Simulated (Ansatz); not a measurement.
System: cubic perovskite CsPbBr₃ (cubic high-temperature phase). Method: G0W0@PBEsol (Ansatz, a quantum-chemistry and plane-wave program, hard PAW, contour deformation).

The cell has the measured lattice parameters. Conventional cell: a = 5.8740 Å, b = 5.8740 Å, c = 5.8740 Å, α = 90.00°, β = 90.00°, γ = 90.00°.

The quasiparticle gap at Γ at a fixed k mesh 2×2×2:

```csv
response cutoff,value (eV)
"105 eV, 910 empty bands",5.954
"140 eV, 1401 empty bands",6.025
"175 eV, 1957 empty bands",6.060
"210 eV, 2573 empty bands",6.083
```

**Question.** Taking the value to converge with the response cutoff E as E^(−3/2), extrapolate from the last two rows.

**Answer.** With y = y∞ + c/w and weights w = 2315 and 3043 for the last two rows, y∞ = (w2 y2 − w1 y1)/(w2 − w1) = (3043 × 6.083 − 2315 × 6.060)/728 = 6.156 eV, which lies 0.073 beyond the last row. Successive pairs of rows give 6.156, 6.148, 6.156. The limit also hangs on the law assumed, so its last digits aren't firm.

The other settings are not extrapolated, so this is the limit in one setting alone.

At the last cutoff the smallest gap on this mesh is 2.48 eV, with an edge away from Γ.

Spin–orbit coupling is not included; with these elements it can move the gap by several tenths of an eV or more.

Note: filled d or f shells below the valence bands can shift G0W0 gaps through exchange with them, which wasn't tested here.
